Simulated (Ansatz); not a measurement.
For CsCl-type NaI (model structure), PBE-D4 (Ansatz, a program for electronic structure, plane waves, PAW) gives:

- lattice parameter a: 4.001 Å
- enthalpy of formation: -1.116 eV/atom

Q: What does r²SCAN in Ansatz (plane waves, PAW) give for the same quantities?

A: 
- lattice constant a: 4.039 Å (increases by 0.9 %)
- formation enthalpy: -1.308 eV/atom (moves by -0.192 eV/atom)

Changes are worked out from the printed values.

Unless a cell is named, each level is at its own relaxed cell (PBE-D4 32.03, r²SCAN 32.93 Å³/atom).

Levels without +SOC leave out spin–orbit coupling, which shifts energies and cells of such heavy elements.

Caveats: a distance lies near a switch of the dispersion term, which can move the cell (PBE-D4). Ansatz's density-functional and Hartree–Fock values are scalar-relativistic unless marked +SOC, with PAW data made under PBE.

A model structure was made by putting elements into a prototype or built by hand; it is no filed structure, need not be a known phase, and can be a saddle point held by its symmetry.
